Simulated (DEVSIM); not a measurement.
System: Si p+/n-/n+ power diode, at 300 K.

```tsv
layer (left to right)	material	thickness (μm)	Nd (cm⁻³)	Na (cm⁻³)	τn (s)	τp (s)
1	Si	0.600	-	4.9e18	4.7e-6	4.7e-6
2	Si	44.0	2.3e14	-	4.7e-6	4.7e-6
3	Si	4.70	1.6e18	-	4.7e-6	1.4e-5
```

Left contact: ohmic. Right contact: ohmic. Voltage is applied to the left contact. Recombination: SRH at mid-gap, Auger. Mobility is μmin + (μ − μmin)/(1 + (N/Nref)^α).

Constants are typed, rounded textbook-type inputs, not results; the design itself was drawn at random and stands for no fabricated device. Values at 300 K.

```csv
parameter,Si
gap (eV),1.124
affinity (eV),4.05
permittivity,11.7
Nc (cm⁻³),2.86e19
Nv (cm⁻³),3.1e19
μn (cm²/Vs),1417
μp (cm²/Vs),470
"μn,min",52
"μp,min",45
"Nref,n",9.7e16
"Nref,p",2.2e17
αn,0.68
αp,0.72
Cn (cm⁶/s),2.8e-31
Cp (cm⁶/s),9.9e-32
```

Model (solved in DEVSIM): 1D drift-diffusion, Boltzmann statistics, complete ionisation; no tunnelling, impact ionisation, image-force lowering or self-heating.

**Question.** Tabulate band edges, carrier densities and field at 0.9 V on the left contact.

**Answer.** Energies count from the Fermi level of the right contact; mesh points crowd at the junctions.

| x (μm) | Ec (eV) | Ev (eV) | n (cm⁻³) | p (cm⁻³) | field (V/cm) |
|---|---|---|---|---|---|
| 0.000 | 0.176 | -0.948 | < 1e2 | 4.9e18 | ≈ 0 |
| 0.05442 | 0.176 | -0.948 | 1.6e15 | 4.9e18 | ≈ 0 |
| 0.2314 | 0.176 | -0.948 | 6.9e15 | 4.9e18 | ≈ 0 |
| 0.4884 | 0.176 | -0.948 | 1.4e16 | 4.9e18 | ≈ 0 |
| 0.5966 | 0.172 | -0.952 | 2.1e16 | 4.2e18 | -24000 |
| 0.6453 | 0.104 | -1.020 | 3.0e17 | 3.0e17 | -15 |
| 0.8215 | 0.104 | -1.020 | 3.0e17 | 2.9e17 | ≈ 0 |
| 1.831 | 0.104 | -1.020 | 2.9e17 | 2.9e17 | ≈ 0 |
| 5.017 | 0.105 | -1.019 | 2.9e17 | 2.9e17 | ≈ 0 |
| 15.67 | 0.109 | -1.015 | 2.9e17 | 2.9e17 | ≈ 0 |
| 35.27 | 0.115 | -1.009 | 2.8e17 | 2.8e17 | ≈ 0 |
| 42.79 | 0.117 | -1.007 | 2.8e17 | 2.8e17 | ≈ 0 |
| 44.11 | 0.117 | -1.006 | 2.8e17 | 2.8e17 | ≈ 0 |
| 44.47 | 0.118 | -1.006 | 2.8e17 | 2.8e17 | ≈ 0 |
| 44.59 | 0.106 | -1.018 | 4.5e17 | 1.8e17 | -22000 |
| 44.64 | 0.072 | -1.052 | 1.6e18 | 4.9e16 | ≈ 0 |
| 44.81 | 0.072 | -1.052 | 1.6e18 | 4.7e16 | ≈ 0 |
| 45.36 | 0.073 | -1.052 | 1.6e18 | 4.1e16 | ≈ 0 |
| 47.92 | 0.074 | -1.050 | 1.6e18 | 1.5e16 | ≈ 0 |
| 48.91 | 0.074 | -1.050 | 1.6e18 | 4.2e15 | ≈ 0 |
| 49.20 | 0.074 | -1.050 | 1.6e18 | 1.1e15 | ≈ 0 |
| 49.30 | 0.075 | -1.050 | 1.6e18 | < 1e2 | ≈ 0 |
